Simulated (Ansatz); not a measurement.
# OH on the 1x1 (101) surface of tetragonal HfO2 (a metastable polymorph) (cut with top plane O), one in a 2x1 cell, started at the site 'top O'

Host crystal: tetragonal HfO2, with a band gap (PBE, scalar-relativistic without spin-orbit coupling).

Method: PBE (plane waves to 420 eV, PAW; Ansatz, a first-principles code).

Set-up: 38 atoms, 7.6 Å thick at the start under the adsorbate (thin: gaps and levels are the slab's own); mesh 3x3x1; 0.01 eV smearing; dipole correction on; 16 atoms held, the rest relaxed; no symmetry held; spin-polarised, ending with about 1.0 μB a cell; orders that need a larger cell were not tried, no spin-orbit, no U, no dispersion correction. At the end it is bonded to Hf. In PBE it is, or lies within 0.03 eV of, the lowest of the starts that converged.

```yaml
energy of the end state, in which the adsorbate broke or entered a bond of the host, against H2O(g) − ½ H2(g): 1.31 eV
change_of_the_step_from_the_bottom_to_the_top_vacuum_level_against_the_clean_slab: -0.096 eV
energy_released_by_relaxation: 5.62 eV
height of the binding atom over the mean of the host atoms within 0.3 Å of the top one: 1.675 bohr
magnetic_moment_of_the_cell: 1.00 μB
largest_move_of_a_host_atom: 0.63 Å
caution: the clean host was not checked against rearrangement in a larger or rattled cell
note: in the relaxation the adsorbate left its starting site by 1.6 Å
```

A negative adsorption energy means that the adsorbate is more stable on the surface than in its reference.
